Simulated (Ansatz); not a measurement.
# Variants of one calculation on MoS2 (P6_3/mmc, 6 atoms in the cell)

```yaml
crystal:
  lattice:
    - [3.19626, 0.00000, 0.00000]
    - [-1.59813, 2.76804, 0.00000]
    - [0.00000, 0.00000, 13.22320]
  atoms:
    - { symbol: Mo, position: [0.00000, 0.00000, 0.25000] }
    - { symbol: Mo, position: [0.00000, 0.00000, 0.75000] }
    - { symbol: S, position: [0.33333, 0.66667, 0.36774] }
    - { symbol: S, position: [0.66667, 0.33333, 0.63226] }
    - { symbol: S, position: [0.66667, 0.33333, 0.86774] }
    - { symbol: S, position: [0.33333, 0.66667, 0.13226] }
```

Base run A: HSE06, default PAW files made with PBE (Ansatz, a first-principles code), self-consistent single point.

Its settings: basis.ecutwfc = 420 eV; kpoints.mp_grid.grid = 6 6 1; hamiltonian.xc = hse06; hamiltonian.pseudopotentials = {kind: paw} (the program's default PAW files); scf.occupations.method = fixed.

The starting cell comes from a database of computed structures (which also holds hypothetical and non-ambient phases and stackings), without a prior relaxation at this level. Its lattice was rescaled by a random factor within 2.5 % of one. In the base run, with a pressure of about -5 GPa the cell is away from its equilibrium volume at this level. Ansatz's pressure includes its estimate of the finite-basis (Pulay) stress.

ΔF is the free energy per atom less that of run A. A dash stands where there is no value to compare (another energy zero or no entropy term, no result, no spin, no clean gap, or a mesh too coarse for one). Absolute energies have different zeros for different potentials, functionals, Hubbard and dispersion terms and are not compared across them.

Runs:
- B: hamiltonian.xc: hse06 → pbesol [PBEsol]
- C: hamiltonian.xc: hse06 → pbe0 [PBE0]
- D: scf.convergence.dr2_threshold: default (1e-07 eV) → 1e-08 eV
- E: scf.mixing.algorithm: default (the program chose MSR1) → msr1
- F: basis.precision: default → f64
- G: scf.mixing.algorithm: default (the program chose MSR1) → broyden; scf.mixing.beta: default → 0.02
- H: scf.exx.singularity: default → gygi_baldereschi

| run | ΔF (meV/atom) | pressure (GPa) | largest force (eV/Å) | gap on the mesh (eV) |
|---|---|---|---|---|
| A | 0.00 | -4.53 | 0.513 | 1.576 |
| B | – | -4.35 | 0.305 | 1.090 |
| C | – | -4.60 | 0.506 | 2.240 |
| D | 0.00 | -4.53 | 0.513 | 1.576 |
| E | 0.00 | -4.53 | 0.513 | 1.576 |
| F | 0.00 | -4.53 | 0.513 | 1.576 |
| G | 0.00 | -4.53 | 0.512 | 1.576 |
| H | – | -4.54 | 0.512 | 1.576 |

Run B against A: The pressure goes from -4.53 to -4.35 GPa, the largest force goes from 0.513 to 0.305 eV/Å and the gap on the mesh goes from 1.576 to 1.090 eV.

Run C against A: The pressure moves little (-4.53 to -4.60 GPa), the largest force hardly changes (0.513 to 0.506 eV/Å) and the gap on the mesh goes from 1.576 to 2.240 eV.

Run D against A: The free energy hardly moves (within 1 meV/atom), the pressure stays at -4.53 GPa, the largest force stays at 0.513 eV/Å and the gap on the mesh stays at 1.576 eV.

Keys are those of Ansatz 0.2.
